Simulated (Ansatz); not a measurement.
```xyz
4
Lattice="2.6172 0.0000 0.0000 -1.3086 2.2666 0.0000 0.0000 0.0000 4.3294" Properties=species:S:1:pos:R:3 pbc="T T T"
B      0.0000     1.5111    -0.0005
B      1.3086     0.7555     2.1642
N      0.0000     1.5111     1.6240
N      1.3086     0.7555     3.7887
```

No spin polarisation.

Method: Kohn–Sham DFT with the PBEsol functional, run in Ansatz (a first-principles code) with PAW and 420 eV plane waves, no SOC. k-mesh 15×15×8 (Γ-centred); smearing 0.05 eV (Fermi–Dirac).

Q: What electron mass does the calculation give?

A: 0.31 mₑ along c, 0.49 mₑ across (at K).

Q: Estimate the width of the top valence band.

A: 5.02 eV.

The levels and masses belong to the bands next to the band gap. The cells carry an imposed strain or load. Effective masses come from finite differences of ±0.01 Å⁻¹. Stability against distortions was not tested. The cell was made from BN in the wurtzite structure (space group P6_3mc, No. 186) by this change: isotropic strain +3.00 %.
